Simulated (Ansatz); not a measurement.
The starting structures come from a database of crystals and need not be the phases stable at ambient conditions.

 Where the default PAW files enter, the runs use the earlier of Ansatz's two default sets.

Tunnelling through a barrier is set by its complex band structure: the current falls as exp(−2κd) with the smallest κ.

Here is the system:

```
Mg3H4O9Si2
1.0
    5.33590     0.00000     0.00000
   -2.66795     4.62103     0.00000
    0.00000     0.00000     7.24301
Mg Si H O
3 2 4 9
Direct
  0.00000   0.33108   0.46045
  0.66892   0.66892   0.46045
  0.33108   0.00000   0.46045
  0.33333   0.66667   0.07457
  0.66667   0.33333   0.07457
  0.00000   0.00000   0.17130
  0.64984   0.00000   0.72780
  0.00000   0.64984   0.72780
  0.35016   0.35016   0.72780
  0.00000   0.00000   0.30453
  0.33333   0.66667   0.29577
  0.66667   0.33333   0.29577
  0.00000   0.51426   0.98910
  0.48574   0.48574   0.98910
  0.51426   0.00000   0.98910
  0.00000   0.66494   0.59445
  0.33506   0.33506   0.59445
  0.66494   0.00000   0.59445
```

Space group of this cell: P31m. The cell was relaxed by PBE-D3(BJ); by PBEsol its mean pressure is -0.6 GPa.

Transport runs along the normal of the first two printed cell vectors, the (001) plane of the conventional cell.

The gap is the functional's own. No spin-orbit coupling. Mid-gap values are interpolated on the energy grid.

**Question.** Estimate the band gap and the smallest decay constant κ at mid-gap that Ansatz (an electronic-structure program) with PBEsol returns for this system.

**Answer.** Gap 4.22 eV on a 12×12×4 mesh; κ = 0.421 1/Å, at the zone centre.
